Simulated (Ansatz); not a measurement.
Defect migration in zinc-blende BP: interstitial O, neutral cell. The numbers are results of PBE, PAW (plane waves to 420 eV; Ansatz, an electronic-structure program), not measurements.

Settings: 64 host sites, the relaxed PBE lattice, a 2×2×2 k-point mesh shifted by half a step, smearing 0.01 eV, spin-restricted, no image-charge correction. Energies are static. The charge state is imposed; whether it is stable for some Fermi level was not computed. Sites that were not tried may lie lower.

Barriers: single points on a 3×3×3 k-point mesh shifted by half a step at the bands' geometries.

Relaxed starting cell (atoms counted from 1):

```
CELL_PARAMETERS angstrom
      9.09681     0.00000     0.00000
      0.00000     9.09681     0.00000
      0.00000     0.00000     9.09681
ATOMIC_POSITIONS crystal
  B  0.00340 0.99899 0.00216
  B  0.99347 0.00443 0.50966
  B  0.00070 0.49951 0.00152
  B  0.99761 0.50407 0.50201
  B  0.50814 0.99750 0.99262
  B  0.49936 0.00101 0.49940
  B  0.50061 0.49846 0.99970
  B  0.49842 0.50048 0.49881
  P  0.09594 0.15403 0.40179
  P  0.12562 0.12468 0.87662
  P  0.12487 0.62574 0.37553
  P  0.12482 0.62102 0.87142
  P  0.62497 0.12578 0.37574
  P  0.62773 0.12526 0.87304
  P  0.62310 0.62771 0.37423
  P  0.62524 0.62522 0.87525
  B  0.98426 0.26691 0.25900
  B  0.99905 0.25115 0.75346
  B  0.00347 0.75095 0.24876
  B  0.00022 0.75131 0.75076
  B  0.50014 0.24806 0.24933
  B  0.49880 0.24997 0.75103
  B  0.50117 0.74936 0.24828
  B  0.50139 0.74913 0.74740
  P  0.12355 0.37433 0.12959
  P  0.12224 0.37861 0.62868
  P  0.13178 0.85965 0.11105
  P  0.12473 0.87731 0.62589
  P  0.62490 0.37506 0.12569
  P  0.62197 0.37678 0.62674
  P  0.62753 0.87484 0.12429
  P  0.62552 0.87636 0.62405
  B  0.27146 0.97725 0.22318
  B  0.25052 0.00005 0.75084
  B  0.24974 0.50035 0.25055
  B  0.24963 0.49924 0.74956
  B  0.75055 0.00117 0.25072
  B  0.74946 0.00059 0.75100
  B  0.74489 0.50582 0.24978
  B  0.74974 0.50080 0.75079
  P  0.38803 0.12023 0.11459
  P  0.37366 0.12530 0.62549
  P  0.37607 0.62270 0.12371
  P  0.37381 0.62505 0.62413
  P  0.87682 0.12677 0.12934
  P  0.86985 0.12820 0.63077
  P  0.87551 0.62612 0.12581
  P  0.87386 0.62825 0.62637
  B  0.25047 0.24729 0.00299
  B  0.24788 0.25530 0.50647
  B  0.25350 0.73978 0.99001
  B  0.24910 0.75145 0.49954
  B  0.75098 0.24933 0.00164
  B  0.74618 0.25301 0.50253
  B  0.75160 0.75008 0.99991
  B  0.75073 0.75238 0.49849
  P  0.37313 0.37376 0.37431
  P  0.37338 0.37418 0.87636
  P  0.37858 0.87177 0.37421
  P  0.37744 0.87293 0.87183
  P  0.86347 0.38700 0.37900
  P  0.87447 0.37586 0.87741
  P  0.87777 0.87845 0.37458
  P  0.87580 0.87672 0.87623
  O  0.15824 0.07234 0.26543
```

End state 1 differs by these moves (Å; atoms that move under 0.08 Å are left out):

```tsv
atom	element	Δx	Δy	Δz
2	B	0.10	-0.10	0.00
3	B	-0.03	0.08	-0.08
5	B	-0.08	0.03	0.08
9	P	0.52	-0.52	0.00
17	B	-0.07	0.05	-0.33
25	P	-0.03	0.13	-0.14
27	P	-0.05	0.16	0.17
28	P	0.03	-0.06	0.04
33	B	-0.05	0.07	0.33
41	P	-0.13	0.03	0.14
45	P	-0.16	0.05	-0.17
46	P	0.06	-0.03	-0.04
50	B	0.06	-0.06	0.00
51	B	-0.04	0.11	0.11
53	B	-0.11	0.04	-0.11
59	P	0.07	-0.07	0.04
61	P	0.07	-0.07	-0.04
65	O	-0.79	0.79	0.00
```

Q: Estimate the forward and backward barriers to end state 1 that PBE, PAW returns for this input.

A: forward 2.28 eV, backward 2.28 eV; at the saddle point atom 65 has neighbours 2 B at 1.59; P at 1.64 Å. The saddle point's order was not checked, and it lies on a symmetry element of the cell, where a band can be held.
